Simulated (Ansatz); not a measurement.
The starting structures come from a database of crystals and need not be the phases stable at ambient conditions.

 Where the default PAW files enter, the runs use the earlier of Ansatz's two default sets.

# Evanescent states of Zn2SeS (P-4m2, not sure to be the ambient phase, 4 atoms a cell, 21.1 Å³ an atom) along the normal of (001)

Computed with r2SCAN (plane waves, PAW; Ansatz, a first-principles code).

The gap is the functional's own. No spin-orbit coupling. Mid-gap values are interpolated on the energy grid.

Energies count from the valence-band top; κ is the least over a 8×8 mesh across the current.

```tsv
E (eV)	κ (1/Å)	where
0.06	0.072	Γ
0.18	0.098	Γ
0.30	0.116	Γ
0.42	0.128	Γ
0.54	[?]	Γ
0.66	[?]	Γ
0.78	[?]	Γ
0.90	[?]	Γ
1.02	[?]	Γ
1.14	[?]	Γ
1.26	[?]	Γ
1.38	[?]	Γ
1.50	[?]	Γ
1.62	[?]	Γ
1.74	0.120	Γ
1.86	0.105	Γ
1.98	0.084	Γ
2.10	0.051	Γ
```

**Question.** Some entries are withheld; supply them.

**Answer.** 
- 0.54, κ (1/Å): 0.138
- 0.66, κ (1/Å): 0.145
- 0.78, κ (1/Å): 0.150
- 0.90, κ (1/Å): 0.153
- 1.02, κ (1/Å): 0.154
- 1.14, κ (1/Å): 0.153
- 1.26, κ (1/Å): 0.151
- 1.38, κ (1/Å): 0.146
- 1.50, κ (1/Å): 0.140
- 1.62, κ (1/Å): 0.131
